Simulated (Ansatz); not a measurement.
Structures of equal composition on the (111)A surface of zinc-blende ZnS (Zn plane on top): 2x2 Zn adatom at H3; 2x2 Zn adatom at T1; 2x2 Zn adatom at T4. The slabs share one bottom face, and each structure is named by its start. These are constructed structures in small cells; real faces may alloy, dewet or reconstruct in larger ones, and not all known structures of the face are among them. Slabs of about 13 Å with all that they carry, Fermi-Dirac smearing of 0.025 eV. Bottom of the slabs: H caps. Relaxed from the named starts with such symmetry as they have, on meshes of like density; energies extrapolated to zero smearing; no spin-orbit coupling, no U. Spin-polarised runs, if any, are marked in brackets, and their order is one that fits the cell; the others ran without spin. Where a second, spin-polarised start was run, the lower counts.

Host crystal: zinc-blende ZnS, with a band gap (PBE, scalar-relativistic without spin-orbit coupling).

Calculation: PBE (plane waves to 420 eV, PAW; Ansatz, a quantum-chemistry and plane-wave program).

### Question
Rank these by energy per 1x1 cell (lowest first), as PBE gives it.

### Answer
2x2 Zn adatom at T4 (0.000 eV (1 S–Zn bonds broke), gap 0.73 eV on the mesh), 2x2 Zn adatom at T1 (0.055 eV (3 S–Zn bonds broke), gap 1.57 eV on the mesh), 2x2 Zn adatom at H3 (0.201 eV, no gap over 0.04 eV on the mesh)
